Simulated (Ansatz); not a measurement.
For BeAlNO (model structure, started from the AlSiCN type, P3m1, No. 156, 4 atoms in the cell), PBE (Ansatz, a quantum-chemistry and plane-wave program, PAW) gives:

```
Item                                   Value
------------------------------  ------------
equilibrium lattice constant a       3.002 Å
lattice parameter c                  4.687 Å
bulk modulus                         186 GPa
cohesive energy                 5.79 eV/atom
band gap                             4.37 eV
```

What does r²SCAN (plane waves, PAW; Ansatz) give for the same quantities?


- lattice constant a: 2.980 Å (decreases by 0.7 %)
- lattice parameter c: 4.651 Å (drops by 0.8 %)
- bulk modulus: 201 GPa (increases by 8.1 %)
- cohesive energy: 5.89 eV/atom (rises by 0.10 eV/atom)
- band gap: 5.22 eV (grows by 0.85 eV)

Changes are worked out from the printed values.

Unless a cell is named, each level is at its own relaxed cell (PBE 9.14, r²SCAN 8.94 Å³/atom).

Density-functional gaps are differences of (generalised) Kohn–Sham levels.

Caveats: the bulk modulus is −V dP/dV from two relaxed cells at ±2 % in volume (PBE, r²SCAN). Ansatz's density-functional and Hartree–Fock values are scalar-relativistic unless marked +SOC, with PAW data made under PBE.

A model structure was made by putting elements into a prototype or built by hand; it is no filed structure, need not be a known phase, and can be a saddle point held by its symmetry.
